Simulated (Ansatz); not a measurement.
InP under load (space group Imm2), r2SCAN with spin-orbit coupling, rigid bands run with Ansatz (a program for electronic structure). Condition of this run: uniaxial stress along [110] of -2 GPa (compression positive) (the target of the relaxation). Band gap 0.88 eV, N_c = 5.32e17 cm⁻³ and N_v = 9.59e18 cm⁻³ at 300 K, conductivity masses along y (a = (0.03, 2.99, 2.92) Å; b = (2.99, 0.03, 2.92) Å; c = (3.02, 3.02, 0.00) Å) of 0.0816 mₑ (electrons) and 0.527 mₑ (holes). Take k_BT = 0.02585 eV.

Find the intrinsic carrier density and the intrinsic Fermi level.

n_i = √(N_c N_v) exp(−E_g/2k_BT) = 2.26e18 × exp(−17.02) = 9.2e10 cm⁻³. The level lies (k_BT/2) ln(N_v/N_c) = 37 meV from mid-gap (positive towards the conduction band). Each 0.1 eV added to the gap lowers n_i by a factor of 6.9.

A film of it is 5 nm thick, with its normal along the direction named. Estimate the confinement energies in an infinite well.

ħ²π²/(2m t²) = 0.376 eV·nm²/(m/mₑ × t²) gives 184 meV for electrons and 28.5 meV for holes, so the gap would widen to about 1.09 eV. Finite barriers and nonparabolic bands lower this, and with several valleys or bands the heaviest mass along the normal sets the lowest level, not this average.

What thermal injection velocity √(2k_BT/πm) limits a ballistic channel along the direction named?

1.88e7 cm/s for electrons and 7.41e6 cm/s for holes, a ratio of √(m_h/m_e) = 2.54, for dilute carriers.

Rigid bands with the computed gap; masses take one relaxation time for all states.
